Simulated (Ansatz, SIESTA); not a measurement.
A SIESTA input for a self-consistent single point of TaAl3 (I4/mmm, 4 atoms in the cell) (DFT, LDA PW92, numerical atomic orbitals TZP, PseudoDojo LDA standard norm-conserving potentials (rewritten from UPF to PSML)):

```
# files in the folder: Ta.psml Al.psml (PseudoDojo LDA standard)
SystemName  TaAl3
SystemLabel TaAl3

NumberOfAtoms                4
NumberOfSpecies              2
%block ChemicalSpeciesLabel
  1 73 Ta
  2 13 Al
%endblock ChemicalSpeciesLabel
LatticeConstant              1.0 Bohr
%block LatticeVectors
    -3.622793954    3.622793954    8.033783225
     3.622793954   -3.622793954    8.033783225
     3.622793954    3.622793954   -8.033783225
%endblock LatticeVectors
AtomicCoordinatesFormat      Ang
%block AtomicCoordinatesAndAtomicSpecies
     0.000000000    0.000000000    0.000000000  1
     0.000000000    0.000000000    4.251295000  2
    -0.000000000    1.917100000    2.125647500  2
     1.917100000    0.000000000    2.125647500  2
%endblock AtomicCoordinatesAndAtomicSpecies

XC.functional                LDA
XC.authors                   PW92
PAO.BasisSize                TZP
PAO.EnergyShift              0.01 Ry
MeshCutoff                   400 Ry
%block kgrid.MonkhorstPack
   11   0   0  0.0
    0  11   0  0.0
    0   0  11  0.0
%endblock kgrid.MonkhorstPack
OccupationFunction           MP
OccupationMPOrder            0
ElectronicTemperature        0.1 eV

MaxSCFIterations             150
SCF.Mixer.Method             Pulay
SCF.Mixer.Weight             0.1
SCF.Mixer.History            6
SCF.DM.Tolerance             1.0E-04
Diag.ParallelOverK           true
WriteForces                  true
Charge.Mulliken              end
```

**Question.** Translate this input to Ansatz (a first-principles code).

**Answer.** This is the input that was run; spellings and numerical settings could be chosen otherwise.

Ansatz 0.2 input:
```yaml
crystal:
  lattice:
    - [-1.91710000, 1.91710000, 4.25129500]
    - [1.91710000, -1.91710000, 4.25129500]
    - [1.91710000, 1.91710000, -4.25129500]
  atoms:
    - { symbol: Ta, position_ang: [0.00000000, 0.00000000, 0.00000000] }
    - { symbol: Al, position_ang: [0.00000000, 0.00000000, 4.25129500] }
    - { symbol: Al, position_ang: [-0.00000000, 1.91710000, 2.12564750] }
    - { symbol: Al, position_ang: [1.91710000, 0.00000000, 2.12564750] }
basis:
  ecutwfc: 30.9 Ry
kpoints:
  mp_grid:
    grid: [11, 11, 11]
hamiltonian:
  xc: lda
  pseudopotentials:
    kind: paw
scf:
  occupations:
    method: gaussian
    width: 0.0073 Ry
output:
  forces: true
  eigenvalues: true
  stress: true
```

Basis, cutoffs, solver keys and any potentials are the target program's own. This input uses DFT, LDA (PW92), plane waves, default PAW files made with PBE. LDA parametrisations can differ slightly between programs. The width in Ry is rounded to four decimals. Both were run: pressure -4.63 GPa in SIESTA and -3.83 in Ansatz. Ansatz's pressure is the one without its finite-basis correction.

On Ansatz: the starting cell comes from a database of computed structures (which also holds hypothetical and non-ambient phases and stackings), without a prior relaxation at this level. Spin polarisation is off. With a pressure of about -4 GPa the cell is away from its equilibrium volume at this level.

On SIESTA: the starting cell comes from a database of computed structures (which also holds hypothetical and non-ambient phases and stackings), without a prior relaxation at this level. Spin polarisation is off. Values carry the incompleteness of an atom-centred basis. With a pressure of about -5 GPa the cell is away from its equilibrium volume at this level.
